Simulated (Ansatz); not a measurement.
Functionals compared on a constructed model of the (110) surface of bcc W, a pseudomorphic layer of Sc in the host's stacking (bottom of the slab: a bare face, its two planes held), in Ansatz (plane waves, PAW). The structure was relaxed with PBE; the other rows are single points on it. Cutoff 420 eV (500 eV for r2SCAN).

Set-up: 7 atoms, 14.3 Å thick at the start with caps and adatoms; mesh 14x14x1; 0.1 eV smearing; dipole correction on; 2 atoms held, the rest relaxed; start symmetry kept, larger cells not searched; no spin, no spin-orbit, no U. It is one candidate, not shown to be the stable structure of the face. These notes are the PBE run's.

```json
[
 {"functional": "PBE", "work function of the top face (eV)": "4.18", "rough cost of the single point": "–"},
 {"functional": "RPBE", "work function of the top face (eV)": "4.09", "rough cost of the single point": "very roughly 40 core-seconds"},
 {"functional": "r2SCAN", "work function of the top face (eV)": "___", "rough cost of the single point": "roughly 80 core-seconds"}
]
```

What belongs in the gaps?


- r2SCAN, work function of the top face (eV): 4.36

Ansatz is an electronic-structure program.
